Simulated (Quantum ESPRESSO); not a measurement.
A working Quantum ESPRESSO input for TeH2O4 (Pc, 14 atoms in the cell) (DFT, PBEsol, plane waves, GBRV 1.5 ultrasoft (PBESOL) pseudopotentials):

```fortran
&CONTROL
    calculation = 'scf'
    prefix = 'te(ho2)2'
    outdir = './out'
    pseudo_dir = './'
    tprnfor = .true.
    tstress = .true.
/
&SYSTEM
    ibrav = 0
    nat = 14
    ntyp = 3
    ecutwfc = 40
    ecutrho = 200
    occupations = 'smearing'
    smearing = 'gaussian'
    degauss = 0.0036749
/
&ELECTRONS
    conv_thr = 1.0d-10
/
ATOMIC_SPECIES
Te   127.6000  te_pbesol_v1.uspp.F.UPF
H      1.0080  h_pbesol_v1.4.uspp.F.UPF
O     15.9990  o_pbesol_v1.2.uspp.F.UPF
CELL_PARAMETERS {angstrom}
   5.9490100000     0.0000000000     0.0000000000
   0.0000000000     4.9704100000     0.0000000000
  -1.9962420000     0.0000000000     4.8725960000
ATOMIC_POSITIONS {alat}
Te   -0.1573701773    0.2093266815    0.3889797742
Te   -0.3251495221    0.6261753600    0.7985097632
H     0.4547652933    0.0612757197    0.4053691643
H     0.2869859485    0.7742263218    0.8148991534
H     0.2975679559    0.4298323803    0.2031842088
H     0.1297886111    0.4056696612    0.6127141978
O     0.5553713808    0.0992409325    0.2779889565
O     0.3875920360    0.7362611090    0.6875189456
O     0.3074094581    0.5147695178    0.0603155768
O     0.1396301133    0.3207325237    0.4698455658
O     0.0027119571    0.7834419093    0.2667350724
O    -0.1650673877    0.0520601322    0.6762650615
O     0.8542570648    0.3609703020    0.0992291163
O     0.6864777200    0.4745317395    0.5087591054
K_POINTS {automatic}
4 5 5  1 1 1
```

The run converged in 13 iterations: free energy E − TS -4284.8734 eV; top of the valence band (on the code's own zero) 3.37 eV; gap on the k-point mesh 1.88 eV; pressure 6.94 GPa; largest force (vector length) 0.890 eV/Å. Each of these slips is then made, one at a time:

(1)
```diff
-ATOMIC_POSITIONS {alat}
+ATOMIC_POSITIONS {cartesian}
```

(2)
```diff
-    pseudo_dir = './'
+    pseudo_dir = './pseudo/'
```

(3)
```diff
-    ecutwfc = 40
-    ecutrho = 200
+    ecutwfc = 20
+    ecutrho = 100
```

Task: How does each altered input end?

Result: 
(1) A value that the program does not know. The program stopped before any SCF iteration.
```
Error in routine read_cards (1):
unknown option for ATOMIC_POSITION: ATOMIC_POSITIONS {CARTESIAN}
```

(2) A wrong folder for the potentials. The program stopped before any SCF iteration.
```
Error in routine readpp (1):
file ./pseudo/te_pbesol_v1.uspp.F.UPF not found
```

(3) An energy in the wrong unit. The run converged in 13 iterations without an error; against the sound input the free energy rises by 1.77 eV/atom, the pressure goes from 6.94 to -91.55 GPa, the largest force goes from 0.890 to 0.691 eV/Å and the gap on the mesh goes from 1.880 to 1.825 eV.

The starting cell comes from a database of computed structures (which also holds hypothetical and non-ambient phases and stackings), without a prior relaxation at this level. Spin-orbit coupling is off. In the base run, with a pressure of about 7 GPa the cell is away from its equilibrium volume at this level. The shifted mesh does not hold Γ, so a gap read on it misses any band edge there.

Left out of this page: 4 runs of the series outside the window shown, repeating another row's setting, or not comparable.
